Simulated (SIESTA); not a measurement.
Band structure of CdCo3N (Pm-3m, 5 atoms in the cell).

```yaml
crystal:
  lattice:
    - [3.85504, 0.00000, 0.00000]
    - [0.00000, 3.85504, 0.00000]
    - [0.00000, 0.00000, 3.85504]
  atoms:
    - { symbol: Cd, position: [0.00000, 0.00000, 0.00000] }
    - { symbol: Co, position: [0.50000, 0.50000, 0.00000], spin: 3.0 }
    - { symbol: Co, position: [0.00000, 0.50000, 0.50000], spin: 3.0 }
    - { symbol: Co, position: [0.50000, 0.00000, 0.50000], spin: 3.0 }
    - { symbol: N, position: [0.50000, 0.50000, 0.50000] }
```
(The spins are starting values, not results.)

Computed with SIESTA 5.4.2 with GGA PBEsol, numerical atomic orbitals DZP, PseudoDojo PBEsol standard norm-conserving potentials (rewritten from UPF to PSML).

Settings: XC.functional = GGA; XC.authors = PBEsol; potentials = PseudoDojo PBEsol standard; PAO.BasisSize = DZP; PAO.EnergyShift = 0.005 Ry; MeshCutoff = 400 Ry; kgrid.MonkhorstPack = 6 6 6; OccupationFunction = MP; OccupationMPOrder = 0; ElectronicTemperature = 0.136 eV; Spin = polarized; DM.InitSpin = [1 +0.00, 2 +3.00, 3 +3.00, 4 +3.00, 5 +0.00]; MaxSCFIterations = 150; SCF.Mixer.Method = Pulay.

The starting cell comes from a database of computed structures (which also holds hypothetical and non-ambient phases and stackings), without a prior relaxation at this level. The magnetic order is the one reached from the typed start; others were not searched systematically. Values carry the incompleteness of an atom-centred basis.

Levels in eV from the Fermi level, bands 37 to 42 of the first spin channel:
| point | 37 | 38 | 39 | 40 | 41 | 42 |
|---|---|---|---|---|---|---|
| Γ | -0.92 | -0.92 | -0.92 | -0.64 | 1.44 | 3.94 |
| X | -1.18 | -0.92 | -0.78 | -0.78 | 1.66 | 2.48 |
| M | -1.06 | -0.33 | -0.33 | -0.19 | -0.08 | 4.02 |
| R | -0.95 | -0.86 | -0.86 | -0.86 | 1.06 | 1.06 |

Bands cross the Fermi level along this path, so the cell is metallic at this level.

Higher empty bands are left out: an atom-centred basis made for the valence describes them poorly.

The net moment of the cell came out as 3.35 μB.
